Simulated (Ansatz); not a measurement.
# MoPt (P-6m2): band-structure transport figures

Here is the system:

```
CELL_PARAMETERS angstrom
      2.77688     0.00000     0.00000
     -1.38844     2.40485     0.00000
      0.00000     0.00000     4.48728
ATOMIC_POSITIONS crystal
  Mo 0.66667 0.33333 0.00000
  Pt 0.33333 0.66667 0.50000
```

Method: PBEsol, rigid bands (plane waves, PAW, scalar-relativistic; Ansatz, a first-principles code). Cell: cell and atoms relaxed with PBEsol.

The density of states at the Fermi level is 1.51 states/(eV·cell), both spins, the bare Sommerfeld coefficient is 1.78 mJ/(mol of atoms·K²) and the drude plasma energy is 7.2 (x), 7.2 (y), 6.6 (z) eV. The root-mean-square Fermi velocity is 6.1e5 m/s and the resistivity times τ is 9.4 (x), 9.4 (y), 11.1 (z) ×10⁻²² Ω·m·s.

A metal at this level (no band gap); rigid bands, thermally averaged at 300 K, both spins. Spin-orbit coupling is left out, which matters with elements this heavy. τ is one relaxation time for all states.

Computed structure with no diffraction record at hand here (it may be known, metastable or hypothetical): MoPt (P-6m2).
